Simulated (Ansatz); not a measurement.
Band structure of LaTl₃ (Pm-3m, 4 atoms in the cell).

```yaml
crystal:
  lattice:
    - [4.91883, 0.00000, 0.00000]
    - [0.00000, 4.91883, 0.00000]
    - [0.00000, 0.00000, 4.91883]
  atoms:
    - { symbol: La, position: [0.00000, 0.00000, 0.00000] }
    - { symbol: Tl, position: [0.00000, 0.50000, 0.50000] }
    - { symbol: Tl, position: [0.50000, 0.00000, 0.50000] }
    - { symbol: Tl, position: [0.50000, 0.50000, 0.00000] }
```

Computed with LDA (PW92), PAW files made with PBE (plane waves; Ansatz, a first-principles code).

Settings: basis.ecutwfc = 420 eV; kpoints.mp_grid.grid = 9 9 9; hamiltonian.xc = lda; hamiltonian.pseudopotentials = {kind: paw} (the program's default PAW files); scf.occupations.method = fermi_dirac; scf.occupations.width = 0.136 eV; kpoints.band_path.npoints = 8.

The starting cell comes from a database of computed structures (which also holds hypothetical and non-ambient phases and stackings), without a prior relaxation at this level. Its lattice was rescaled by a random factor within 2.5 % of one. Spin-orbit coupling is off.

Levels in eV from the Fermi level, bands 22 to 29:
| point | 22 | 23 | 24 | 25 | 26 | 27 | 28 | 29 |
|---|---|---|---|---|---|---|---|---|
| Γ | -4.23 | -0.86 | -0.86 | -0.86 | 1.22 | 1.22 | 1.22 | 1.57 |
| X | -3.83 | -1.06 | -1.06 | -0.67 | 1.10 | 1.10 | 1.38 | 1.44 |
| M | -5.92 | -2.74 | -0.16 | -0.16 | 0.97 | 1.23 | 1.23 | 1.31 |
| R | -5.85 | -2.79 | -1.22 | -1.22 | -1.22 | 1.52 | 1.52 | 1.52 |

Bands cross the Fermi level along this path, so the cell is metallic at this level.

Keys are those of Ansatz 0.2.
